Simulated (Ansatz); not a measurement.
Here is the system:

```
CELL_PARAMETERS angstrom
      3.86179     0.00000     0.00000
      1.93089     3.34441     0.00000
      1.93089    -1.11480     3.13390
ATOMIC_POSITIONS crystal
  Ga 0.00057 0.99971 0.99914
  P  0.49943 0.25029 0.75086
```

No spin polarisation.

Computed with PBEsol (Ansatz, a first-principles code; PAW; 420 eV plane waves; scalar-relativistic without spin-orbit coupling). k-mesh 11×11×11 (Γ-centred); smearing 0.05 eV (Fermi–Dirac).

Problem. Predict the in-plane stress and valence-band top at Γ.

Solution. The mean in-plane stress (compression positive) is -0.8 GPa and the valence-band top at Γ (three highest levels, from the VBM) comes out as 0.00, -0.05, -0.05 eV.

The levels and masses belong to the bands next to the band gap. The cells carry an imposed strain or load. Whether these cells are dynamically stable was not tested. The cell was made from GaP in the zinc blende structure (space group F-43m, No. 216) by this change: biaxial strain +0.42 %, plane normal [111], relaxed out of plane.
